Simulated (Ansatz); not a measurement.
Electronic density of states of amorphous Si₂₄O₅₉P₄Na₂, density 2.26 g/cm³, on a 2×2×2 Γ-centred mesh with a Gaussian width of 0.1 eV; energies count from the Fermi level, whose place inside the gap is arbitrary. Cell and mesh are small, so fine structure isn't converged. Computed with PBE, scalar-relativistic without spin-orbit coupling (plane waves to 420 eV, PAW; Ansatz, a quantum-chemistry and plane-wave program). Sampling: a 2×2×2 Γ-centred mesh; Fermi-Dirac width 0.02 eV; no spin polarisation. At PBE the levels at the filled edge of the gap are localised (band-tail or defect states), and the nearest spread-out levels lie 5.2 eV apart at the zone centre.

A CHGNet melt-quench gave the starting glass, which DFT then relaxed. O atoms were pushed apart under 1.9 Å during the dynamics, to hinder bonds among them. The hot cell started wider than the set density and was brought back towards it in steps. It is the lowest in DFT energy of 2 quenches. It is a model cell: composition and starting density were chosen by hand, and all elements were melted together. No dispersion term was used. Its density started from a set value of 2.23 and ended at 2.26 g/cm³. Cooling (nominally 480 K/ps over its main leg) ran many orders faster than in experiment, which tends to leave more defects and strain. One small periodic cell is one sample of the glass; other quenches scatter about these values. The volume was free in the relaxation, at fixed shape. Stress components on the final sampling reach 1.8 GPa.

| E - EF (eV) | states/(eV atom) |
|---|---|
| -12.00 | 0.13 |
| -11.90 | 0.12 |
| -11.80 | 0.17 |
| -11.70 | 0.20 |
| -11.60 | 0.17 |
| -11.50 | 0.15 |
| -11.40 | 0.15 |
| -11.30 | 0.15 |
| -11.20 | 0.16 |
| -11.10 | 0.16 |
| -11.00 | 0.19 |
| -10.90 | 0.22 |
| -10.80 | 0.21 |
| -10.70 | 0.18 |
| -10.60 | 0.16 |
| -10.50 | 0.17 |
| -10.40 | 0.15 |
| -10.30 | 0.16 |
| -10.20 | 0.16 |
| -10.10 | 0.18 |
| -10.00 | 0.20 |
| -9.90 | 0.22 |
| -9.80 | 0.21 |
| -9.70 | 0.18 |
| -9.60 | 0.16 |
| -9.50 | 0.15 |
| -9.40 | 0.22 |
| -9.30 | 0.28 |
| -9.20 | 0.27 |
| -9.10 | 0.27 |
| -9.00 | 0.28 |
| -8.90 | 0.32 |
| -8.80 | 0.35 |
| -8.70 | 0.35 |
| -8.60 | 0.40 |
| -8.50 | 0.41 |
| -8.40 | 0.47 |
| -8.30 | 0.52 |
| -8.20 | 0.53 |
| -8.10 | 0.52 |
| -8.00 | 0.54 |
| -7.90 | 0.47 |
| -7.80 | 0.35 |
| -7.70 | 0.23 |
| -7.60 | 0.29 |
| -7.50 | 0.27 |
| -7.40 | 0.31 |
| -7.30 | 0.29 |
| -7.20 | 0.16 |
| -7.10 | 0.19 |
| -7.00 | 0.22 |
| -6.90 | 0.23 |
| -6.80 | 0.32 |
| -6.70 | 0.44 |
| -6.60 | 0.43 |
| -6.50 | 0.38 |
| -6.40 | 0.33 |
| -6.30 | 0.37 |
| -6.20 | 0.50 |
| -6.10 | 0.58 |
| -6.00 | 0.59 |
| -5.90 | 0.58 |
| -5.80 | 0.63 |
| -5.70 | 0.64 |
| -5.60 | 0.60 |
| -5.50 | 0.62 |
| -5.40 | 0.70 |
| -5.30 | 0.68 |
| -5.20 | 0.67 |
| -5.10 | 0.72 |
| -5.00 | 0.80 |
| -4.90 | 0.86 |
| -4.80 | 0.89 |
| -4.70 | 0.88 |
| -4.60 | 0.82 |
| -4.50 | 0.88 |
| -4.40 | 0.94 |
| -4.30 | 0.89 |
| -4.20 | 0.77 |
| -4.10 | 0.68 |
| -4.00 | 0.70 |
| -3.90 | 0.76 |
| -3.80 | 0.75 |
| -3.70 | 0.69 |
| -3.60 | 0.62 |
| -3.50 | 0.52 |
| -3.40 | 0.48 |
| -3.30 | 0.45 |
| -3.20 | 0.37 |
| -3.10 | 0.39 |
| -3.00 | 0.33 |
| -2.90 | 0.28 |
| -2.80 | 0.21 |
| -2.70 | 0.22 |
| -2.60 | 0.17 |
| -2.50 | 0.14 |
| -2.40 | 0.08 |
| -2.30 | 0.11 |
| -2.20 | 0.08 |
| -2.10 | 0.02 |
| -2.00 | 0.06 |
| -1.90 | 0.12 |
| -1.80 | 0.04 |
| -1.70 | 0.00 |
| -1.60 | 0.00 |
| -1.50 | 0.00 |
| -1.40 | 0.00 |
| -1.30 | 0.00 |
| -1.20 | 0.00 |
| -1.10 | 0.00 |
| -1.00 | 0.00 |
| -0.90 | 0.00 |
| -0.80 | 0.00 |
| -0.70 | 0.00 |
| -0.60 | 0.00 |
| -0.50 | 0.00 |
| -0.40 | 0.00 |
| -0.30 | 0.00 |
| -0.20 | 0.00 |
| -0.10 | 0.00 |
| 0.00 | 0.00 |
| 0.10 | 0.00 |
| 0.20 | 0.00 |
| 0.30 | 0.00 |
| 0.40 | 0.00 |
| 0.50 | 0.00 |
| 0.60 | 0.00 |
| 0.70 | 0.00 |
| 0.80 | 0.00 |
| 0.90 | 0.00 |
| 1.00 | 0.00 |
| 1.10 | 0.00 |
| 1.20 | 0.00 |
| 1.30 | 0.00 |
| 1.40 | 0.00 |
| 1.50 | 0.00 |
| 1.60 | 0.00 |
| 1.70 | 0.00 |
| 1.80 | 0.01 |
| 1.90 | 0.01 |
| 2.00 | 0.01 |
| 2.10 | 0.02 |
| 2.20 | 0.03 |
| 2.30 | 0.04 |
| 2.40 | 0.04 |
| 2.50 | 0.05 |
| 2.60 | 0.06 |
| 2.70 | 0.08 |
| 2.80 | 0.06 |
| 2.90 | 0.04 |
| 3.00 | 0.05 |
| 3.10 | 0.08 |
| 3.20 | 0.09 |
| 3.30 | 0.07 |
| 3.40 | 0.09 |
| 3.50 | 0.10 |
| 3.60 | 0.09 |
| 3.70 | 0.12 |
| 3.80 | 0.14 |
| 3.90 | 0.16 |
| 4.00 | 0.13 |
| 4.10 | 0.11 |
| 4.20 | 0.19 |
| 4.30 | 0.22 |
| 4.40 | 0.19 |
| 4.50 | 0.19 |
| 4.60 | 0.22 |
| 4.70 | 0.24 |
| 4.80 | 0.28 |
| 4.90 | 0.31 |
| 5.00 | 0.34 |
| 5.10 | 0.34 |
| 5.20 | 0.38 |
| 5.30 | 0.42 |
| 5.40 | 0.41 |
| 5.50 | 0.46 |
| 5.60 | 0.51 |
| 5.70 | 0.53 |
| 5.80 | 0.56 |

The level gap on this mesh is 3.77 eV; the broadening fills part of it in the curve.
